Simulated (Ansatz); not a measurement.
A calculation on B20 (FeSi-type) CoSi returned lattice constant a 4.431 Å, bulk modulus 219 GPa, cohesive energy 5.39 eV/atom, formation enthalpy -0.605 eV/atom.

For reference: lattice constant a 4.444 Å (measured, temperature not stated, no zero-point or thermal correction; as tabulated in Wikipedia's data pages); bulk modulus 207 GPa (measured, temperature not stated, not corrected to a static lattice; as tabulated in Electronic Structure of B20 (FeSi-Type) Transition-Metal Monosilicides …); formation enthalpy -0.511 ± 0.01 eV/atom (measured, 298 K, copied from a table, unchecked, no zero-point or thermal correction; as tabulated in Wang et al. (2021), doi:10.1038/s41598-021-94550-5).

### Question
Which level of theory produced these numbers?
(A) r²SCAN+rVV10 (Ansatz, a first-principles code)
(B) r²SCAN-D4 (Ansatz)
(C) RPBE (Ansatz)
(D) PBE (Ansatz)

### Answer
D, PBE (Ansatz)

The others give: r²SCAN+rVV10 4.375 Å, 250 GPa, 5.41 eV/atom, -0.517 eV/atom; r²SCAN-D4 4.370 Å, 252 GPa, 5.36 eV/atom, -0.540 eV/atom; RPBE 4.458 Å, 207 GPa, 4.85 eV/atom, -0.549 eV/atom.

Unless a cell is named, each level is at its own relaxed cell (PBE 10.87, r²SCAN-D4 10.43, r²SCAN+rVV10 10.47, RPBE 11.08 Å³/atom).

The crystal itself was run without spin with r²SCAN+rVV10, r²SCAN-D4, RPBE, PBE; a magnetic state was not tried in these runs.

Ansatz's density-functional and Hartree–Fock values are scalar-relativistic unless marked +SOC, with PAW data made under PBE.
